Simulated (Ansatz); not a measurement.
## InSb under a change: isotropic strain −2.00 %

The parent structure is InSb in the zinc blende structure (space group F-43m, No. 216; a = 6.6351 Å).

Modification: an isotropic linear strain of −2.00 %, atoms relaxed at fixed cell.

Level of theory: PBE/PAW in Ansatz (a program for electronic structure), spin-orbit coupling left out. Γ-centred 12×12×12 mesh, Fermi–Dirac width 0.05 eV.

| quantity | base | changed | shift |
|---|---|---|---|
| volume per atom | 36.51 Å³ | 34.37 Å³ | -2.147 Å³ |
| space group | F-43m (No. 216) | F-43m (No. 216) | – |
| shortest interatomic distance | 2.873 Å | 2.816 Å | -0.057 Å |
| energy relative to the base (free energy F) | 0 meV/atom | +16 meV/atom | +16 meV/atom |
| pressure | 0.0 GPa | 2.6 GPa | +2.6 GPa |
| band gap | zero | zero | – |

Spin-orbit coupling, missing from the scalar runs, can matter with Sb. Stability against distortions was not tested. All final runs are without spin polarisation. The zero or small gap of InSb can change with the level of theory.
